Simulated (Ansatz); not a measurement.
Results of PBE-D3(BJ) (PAW; Ansatz, a program for electronic structure) for fluorite NiSi2.

Numerical settings: plane-wave cutoff 520 eV, 18×18×18 k mesh, Fermi–Dirac smearing 0.05 eV, no spin polarisation, scalar-relativistic PAW data made under PBE.

Computed at the level's own relaxed cell.

Task: Estimate the equilibrium volume per atom, bulk modulus B0, equilibrium lattice constant a and pressure derivative B′ of the bulk modulus that the calculation returns.

Result: 
equilibrium volume per atom: 12.98 Å³/atom
bulk modulus B0: 159 GPa
equilibrium lattice constant a: 5.381 Å
pressure derivative B′ of the bulk modulus: 4.4

The run finds no gap.

Measured, for comparison: equilibrium volume per atom 13.17 Å³/atom, lattice constant a 5.406 Å (temperature not stated, no zero-point or thermal correction; as tabulated in Wikipedia's data pages). Computed (rounded) less measured: equilibrium volume per atom -1.4 %, lattice constant a -0.5 %. A static lattice is as a rule a little smaller and stiffer than an uncorrected measurement, which narrows the difference in the equilibrium volume per atom, lattice constant a and would widen misses of the other sign.

Computed values are for the static lattice.
